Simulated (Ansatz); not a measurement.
Take Cs$_{2}$AgBiBr$_{6}$ (space group Fm-3m, No. 225; a = 11.187 Å) as the base. Axes: x, y, z lie along the cube axes.

One thing is altered: compressive biaxial strain of 0.75 % in the plane normal to [001], as in epitaxy on a mismatched substrate; the out-of-plane cell vector and the atoms relax.

Calculations: Kohn–Sham DFT with the PBEsol functional, run in Ansatz (a quantum-chemistry and plane-wave program) with PAW and 420 eV plane waves, spin-orbit coupling left out.

**Question.** Give the band edges at the high-symmetry points of the new zone, measured from its valence-band maximum.

**Answer.** 
```tsv
point	valence edge (eV)	conduction edge (eV)
Γ	-0.63	1.96
X	0.00	2.51
P	-0.08	2.51
N	-1.31	1.04
M	-0.10	2.53
S	-0.33	2.08
S₀	-0.33	2.08
R	-0.17	2.48
G	-0.17	2.48
```

The gap is 1.04 eV, indirect, X → N.

Spin-orbit coupling, missing from the scalar runs, can matter with Bi. Whether these cells are dynamically stable was not tested. k-point labels follow each cell's own Brillouin zone.
